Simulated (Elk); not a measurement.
Worked example: self-consistent single point of SiC (F-43m, 2 atoms in the cell) in Elk.

Computed with PBE, all-electron FP-LAPW, Elk's shipped species files, APW+lo basis with extra local orbitals run with Elk.

The change in words: lattice scaled by 0.98. Reference geometry:
```yaml
crystal:
  lattice:
    - [0.00000, 2.18000, 2.18000]
    - [2.18000, 0.00000, 2.18000]
    - [2.18000, 2.18000, 0.00000]
  atoms:
    - { symbol: Si, position: [0.00000, 0.00000, 0.00000] }
    - { symbol: C, position: [0.25000, 0.25000, 0.25000] }
```

Reference input (self-consistent single point, DFT, PBE, all-electron FP-LAPW, Elk's shipped species files, APW+lo basis with extra local orbitals): xctype = 20; rgkmax = 7.5; stype = 3; swidth = 0.000734986 Ha; ngridk = 10 10 10; tforce = true; gmaxvr = 18 1/bohr; lmaxapw = 10; lmaxo = 8; nxlo = 2; lorbcnd = true; lradstp = 2. This run's input differs from it in these lines:

```diff
@@ -43,3 +43,3 @@
 scale
-  5.825998366
+  5.709478398
```

Output, abridged:

```
│ Self-consistent loop started │
│ Loop number : 1 │
 total energy                :     -330.676602125
│ Loop number : 2 │
 total energy                :     -330.648363546
RMS change in Kohn-Sham potential (target) :    2.087867917     (  0.1000000000E-05)
Absolute change in total energy (target)   :   0.2823857848E-01 (  0.1000000000E-03)
│ Loop number : 3 │
 total energy                :     -330.578598687
RMS change in Kohn-Sham potential (target) :    2.025989860     (  0.1000000000E-05)
Absolute change in total energy (target)   :   0.7682450390E-01 (  0.1000000000E-03)
│ Loop number : 4 │
   [... lines left out ...]
Absolute change in total energy (target)   :   0.4996154781E-03 (  0.1000000000E-03)
│ Loop number : 13 │
 total energy                :     -328.165490145
RMS change in Kohn-Sham potential (target) :   0.1881566483E-05 (  0.1000000000E-05)
Absolute change in total energy (target)   :   0.1086528766E-03 (  0.1000000000E-03)
│ Loop number : 14 │
 total energy                :     -328.165489068
RMS change in Kohn-Sham potential (target) :   0.7332791667E-06 (  0.1000000000E-05)
Absolute change in total energy (target)   :   0.2824048835E-04 (  0.1000000000E-03)
Convergence targets achieved

│ Loop number : 15 │

Energies :
 Fermi                       :     0.359117703417
 total energy                :     -328.165483549

Density of states at Fermi energy :   0.1360654415E-06
 (states/Hartree/unit cell)

Estimated indirect band gap :   0.4784955590E-01
 from k-point      1 to k-point     41
Estimated direct band gap   :   0.1692533192
 at k-point     41

Charges :
 core                        :    12.00000000
 valence                     :    8.000000000
 interstitial                :    3.515696900
 muffin-tins (core leakage)
  species :    1 (Si)
   atom    1                 :    11.69301176     (  0.6444474082E-02)
  species :    2 (C)
   atom    1                 :    4.791291345     (  0.3338505538E-04)
 total in muffin-tins        :    16.48430310
   [... lines left out ...]
   total force               :     0.00000000   -0.00000000   -0.00000000
   total magnitude           :     0.00000000
 species :    2 (C)
  atom :    1
   Hellmann-Feynman          :     0.00000000    0.00000000    0.00000000
   IBS                       :     0.00000000   -0.00000000   -0.00000000
   total force               :     0.00000000    0.00000000    0.00000000
   total magnitude           :     0.00000000
```

The run converged in 15 iterations. The count includes the last loop, which Elk runs after its targets are met. Against the reference run the gap on the mesh goes from 1.361 to 1.302 eV.

The starting cell has typed, rounded lattice constants, without a prior relaxation at this level. For this run, on top of that: lattice scaled by 0.98. Values depend on the basis (sphere radii, cutoffs, local orbitals), which need not be converged.

Cost on one core of a shared machine: roughly 2 min.
